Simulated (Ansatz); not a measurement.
# Response to strain in BP

Consider BP in the zinc blende structure (space group F-43m, No. 216; a = 4.537 Å).

Strains are applied to the cell and any free atomic positions relax.

Calculations: Kohn–Sham DFT with the r2SCAN functional, run in Ansatz (a quantum-chemistry and plane-wave program) with PAW and 500 eV plane waves, no spin-orbit coupling.

Notes on the quantities. energy relative to the base: free energy F.

```json
[
 {"isotropic strain (%)": "0", "energy relative to the base (meV/atom)": "0.0"},
 {"isotropic strain (%)": "0.5", "energy relative to the base (meV/atom)": "?"},
 {"isotropic strain (%)": "1", "energy relative to the base (meV/atom)": "5.4"},
 {"isotropic strain (%)": "1.5", "energy relative to the base (meV/atom)": "12.0"},
 {"isotropic strain (%)": "2", "energy relative to the base (meV/atom)": "21.0"},
 {"isotropic strain (%)": "2.5", "energy relative to the base (meV/atom)": "32.4"},
 {"isotropic strain (%)": "3", "energy relative to the base (meV/atom)": "46.1"}
]
```

Problem. Fit ΔE = Aε² + Bε³ (ε in %) to the rows shown and predict the withheld row.

Solution. Least squares on the printed values gives A = 5.52 and B = -0.13 meV/atom (largest residual 0.0 meV/atom); this predicts 1.4 meV/atom, and the run gives 1.4 meV/atom, in agreement.

Whether these cells are dynamically stable was not tested.
